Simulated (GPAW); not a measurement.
GPAW run on LiH (Fm-3m, 2 atoms in the cell): self-consistent single point.

Method: PBE, GPAW PAW datasets PBE (gpaw-data 1.0.1) (plane waves; GPAW).

```yaml
crystal:
  lattice:
    - [0.00000, 2.04277, 2.04277]
    - [2.04277, 0.00000, 2.04277]
    - [2.04277, 2.04277, 0.00000]
  atoms:
    - { symbol: Li, position: [0.00000, 0.00000, 0.00000] }
    - { symbol: H, position: [0.50000, 0.50000, 0.50000] }
```

Reference input (self-consistent single point, DFT PBE, plane waves, GPAW PAW datasets PBE (gpaw-data 1.0.1)): mode = pw; ecut = 850 eV; xc = PBE; kpts = 14 14 14; mesh shift (steps) = 0 0 0; occupations.name = fermi-dirac; occupations.width = 0 eV; nbands = -8; convergence.density = 1e-05 e/electron; convergence.energy = 1e-05 eV/electron; convergence.bands = -6; symmetry.symmorphic = false. This run's input differs from it in these lines:

```diff
@@ -14,3 +14,3 @@
             xc='PBE',
-            kpts={'size': (14, 14, 14), 'gamma': True},
+            kpts=(5, 5, 5),
             occupations=FermiDirac(0.0),
```

Output (repeated stretches shortened):

```
     iter     time        total  log10-change:
                         energy   eigst   dens
iter:   1 --:--:--    -6.292847   +1.45
iter:   2 --:--:--    -6.268222   -0.89  -0.56
iter:   3 --:--:--    -6.103130   -2.01  -0.59
iter:   4 --:--:--    -6.103144   -4.40  -1.58
iter:   5 --:--:--    -6.103874   -2.74  -1.59
iter:   6 --:--:--    -6.103855   -4.99  -2.97
iter:   7 --:--:--    -6.103845   -6.05  -3.20
iter:   8 --:--:--    -6.103840c  -5.33  -3.66
iter:   9 --:--:--    -6.103840c  -6.19  -4.12
iter:  10 --:--:--    -6.103840c  -8.08c -4.38
iter:  11 --:--:--    -6.103840c  -8.07c -4.82
iter:  12 --:--:--    -6.103840c  -9.73c -6.04c
Converged after 12 iterations.

Dipole moment: (-0.000000, -0.000000, -0.000000) |e|*Ang

Energy contributions relative to reference atoms: (reference = -215.277982)

Kinetic:         +5.243153
Potential:       -5.580364
External:        +0.000000
XC:              -5.756890
Entropy (-ST):   +0.000000
Local:           -0.009740
SIC:             +0.000000
--------------------------
Free energy:     -6.103840
Extrapolated:    -6.103840

Showing only first 2 kpts
 Kpt  Band  Eigenvalues  Occupancy
  0     0     -5.65365    2.00000
  0     1     14.93633    0.00000
  0     2     17.00930    0.00000

  1     0     -4.70051    2.00000
  1     1     11.29886    0.00000
  1     2     13.22226    0.00000

Fermi level: 1.32046

Gap: 3.977 eV
Transition (v -> c):
  (s=0, k=6, n=0, [0.40, 0.40, -0.20]) -> (s=0, k=6, n=1, [0.40, 0.40, -0.20])
No difference between direct/indirect transitions
Energy (eV): -6.10384

Forces in eV/Ang:
  0 Li    0.00000    0.00000    0.00000
  1 H     0.00000    0.00000   -0.00000

Stress tensor:
     0.009314    -0.000000     0.000000
    -0.000000     0.009314     0.000000
     0.000000     0.000000     0.009314
Stress (GPa, Voigt): [ 1.4922  1.4922  1.4922  0.      0.     -0.    ]
```

The run converged in 12 iterations. GPAW prints stress with tension positive. Against the reference run the free energy stays essentially unchanged (within 1 meV/atom), the pressure stays at -1.49 GPa and the gap on the mesh goes from 3.006 to 3.977 eV.

The starting cell comes from a database of computed structures (which also holds hypothetical and non-ambient phases and stackings), without a prior relaxation at this level. Its lattice was rescaled by a random factor within 2.5 % of one. Another mesh or the band path of this cell gives a smaller gap, so this value is not converged in the mesh.
